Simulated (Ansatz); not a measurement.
The reference is ZrS$_{2}$ in the CdI2 type structure (space group P-3m1, No. 164; a = 3.635 Å, c = 5.720 Å; layered, stacked along the Cartesian z axis). Axes: x lies along a and z along c of the hexagonal cell.

Computed with PBE-D3(BJ) in Ansatz (plane waves to 420 eV, PAW, scalar-relativistic without spin-orbit coupling).

Strains are applied to the cell and any free atomic positions relax; under biaxial strain the out-of-plane vector relaxes too.

One change was made to it. Results:

The band gap rises by 0.11 eV, from 0.66 eV to 0.77 eV; the pressure (mean of the normal stresses, compression positive) goes from zero to -1.98 GPa; the smallest direct gap drops by 0.125 eV (1.41 eV → 1.28 eV).

Problem. What was done to the base?
(A) biaxial strain +2.00 %, plane normal [001], relaxed out of plane
(B) biaxial strain +3.00 %, plane normal [001], relaxed out of plane
(C) biaxial strain −2.50 %, plane normal [001], relaxed out of plane

Solution. A, biaxial strain +2.00 %, plane normal [001], relaxed out of plane. For comparison, the band gap in the other runs: biaxial strain +3.00 %, plane normal [001], relaxed out of plane gives 0.82 eV; biaxial strain −2.50 %, plane normal [001], relaxed out of plane gives 0.50 eV.

Whether these cells are dynamically stable was not tested.

Ansatz is a first-principles code.
